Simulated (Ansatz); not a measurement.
Results of LDA in Ansatz (PAW) for B20 (FeSi-type) MnGe.

Settings: plane-wave cutoff 520 eV, 12×12×12 k mesh, Fermi–Dirac smearing 0.05 eV, spin-polarised start, scalar-relativistic PAW data made under PBE.

Cell (relaxed at this level):

```xyz
8
Lattice="4.5914 0.0000 0.0000 0.0000 4.5914 0.0000 0.0000 0.0000 4.5914" Properties=species:S:1:pos:R:3 pbc="T T T"
Mn     3.9687     2.9184     1.6730
Mn     1.6730     3.9687     2.9184
Mn     0.6227     0.6227     0.6227
Mn     2.9184     1.6730     3.9687
Ge     0.7215     1.5742     3.0172
Ge     3.0172     0.7215     1.5742
Ge     3.8699     3.8699     3.8699
Ge     1.5742     3.0172     0.7215
```

**Question.** Predict the bulk modulus B0 and pressure derivative B′ of the bulk modulus.

**Answer.** 
- bulk modulus B0: 198 GPa
- pressure derivative B′ of the bulk modulus: 4.7

The run finds no gap.

Note: the magnetic order was assumed, not searched for or taken from measurement; the relaxation could not lower the start's symmetry, so the cell can be a saddle point above a distorted one.

Computed values are for the static lattice.

Ansatz is a quantum-chemistry and plane-wave program.
